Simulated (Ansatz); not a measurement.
Response to strain in CdSe

Take CdSe in the wurtzite structure (space group P6_3mc, No. 186; a = 4.248 Å, c = 6.941 Å) as the base.

Strains are applied to the cell and any free atomic positions relax.

The values are results of LDA (Ansatz, an electronic-structure program), no spin-orbit coupling, not measurements.

Notes on the quantities. pressure: mean of the normal stresses, compression positive.

| isotropic strain (%) | pressure (GPa) |
|---|---|
| 0 | 0.0 |
| 0.6 | -1.0 |
| 1.2 | -1.9 |
| 1.8 | -2.7 |
| 2.4 | ? |
| 3 | -4.2 |

### Question
Fit P = P₀ − Bδ + Cδ² with δ = (1 + ε)³ − 1 to the rows shown and predict the withheld row.

### Answer
Least squares on the printed values gives P₀ = 0.0 GPa, B = 55.5 GPa (at held cell shape), C = 113 GPa (largest residual 0.0 GPa); this predicts -3.5 GPa, and the run gives -3.5 GPa, in agreement.

No phonon test of stability was made.
